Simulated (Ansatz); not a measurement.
## Pressure series in hypothetical CsCl type AuCl

Base system: AuCl in the CsCl type structure (space group Pm-3m, No. 221; a = 3.4223 Å; a hypothetical phase, not in the database extracts checked).

Cell and atoms are relaxed at each pressure.

Level of theory: plane-wave PAW DFT at the PBE level (Ansatz, a first-principles code, 420 eV), without spin-orbit coupling.

```json
[
 {"pressure (GPa)": "-2", "volume per atom (Å³/atom)": "20.806"},
 {"pressure (GPa)": "-1", "volume per atom (Å³/atom)": "20.403"},
 {"pressure (GPa)": "0", "volume per atom (Å³/atom)": "20.041"},
 {"pressure (GPa)": "3", "volume per atom (Å³/atom)": "19.169"},
 {"pressure (GPa)": "7", "volume per atom (Å³/atom)": "18.291"},
 {"pressure (GPa)": "30", "volume per atom (Å³/atom)": "?"},
 {"pressure (GPa)": "50", "volume per atom (Å³/atom)": "14.316"},
 {"pressure (GPa)": "75", "volume per atom (Å³/atom)": "13.266"},
 {"pressure (GPa)": "100", "volume per atom (Å³/atom)": "12.508"}
]
```

**Question.** Fit the third-order Birch–Murnaghan form P(V) = (3B₀/2)[(V₀/V)^(7/3) − (V₀/V)^(5/3)]·[1 + (3/4)(B₀′ − 4)((V₀/V)^(2/3) − 1)] (squares taken in P) to the rows shown and predict the withheld row.

**Answer.** Least squares on the printed values gives V₀ = 20.041 Å³/atom, B₀ = 61.3 GPa, B₀′ = 5.2; this predicts 15.573 Å³/atom, and the run gives 15.567 Å³/atom, 0.006 lower.

Load acts through the strain it causes; cell and atoms are relaxed under it. Whether these cells are dynamically stable was not tested. No other phases were tried under pressure. No Hubbard U is applied, and correlation can decide whether such a compound is a metal. The final runs are not spin-polarised.
